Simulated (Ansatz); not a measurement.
Results of PBE in Ansatz (PAW) for cubic perovskite CsSnI3 (cubic high-temperature phase).

Numerical settings: plane-wave cutoff 520 eV, 6×6×6 k mesh, Fermi–Dirac smearing 0.01 eV, scalar-relativistic PAW data made under PBE.

A third-order Birch–Murnaghan fit to the energies gives V0 = 49.671 Å³/atom, B0 = 15.4 GPa, B′ = 4.6.

| V (Å³/atom) | P (GPa) |
|---|---|
| 46.691 | (withheld) |
| 47.684 | 0.693 |
| 48.678 | 0.327 |
| 49.671 | 0.000 |
| 50.664 | (withheld) |
| 51.658 | (withheld) |
| 52.651 | (withheld) |

### Question
Estimate the withheld pressures from this fit; the answers are the runs' own values.

### Answer

- 46.691, P (GPa): 1.102
- 50.664, P (GPa): -0.292
- 51.658, P (GPa): -0.553
- 52.651, P (GPa): -0.786

The formula P = (3/2) B0 (x^(7/3) − x^(5/3)) [1 + (3/4)(B′ − 4)(x^(2/3) − 1)] with x = V0/V meets the computed pressures within 0.01 GPa when these rounded values are put in.

Note: the relaxation could not lower the start's symmetry, so the cell can be a saddle point above a distorted one.

Spin–orbit coupling is not included.

Computed values are for the static lattice.

Ansatz is a program for electronic structure.
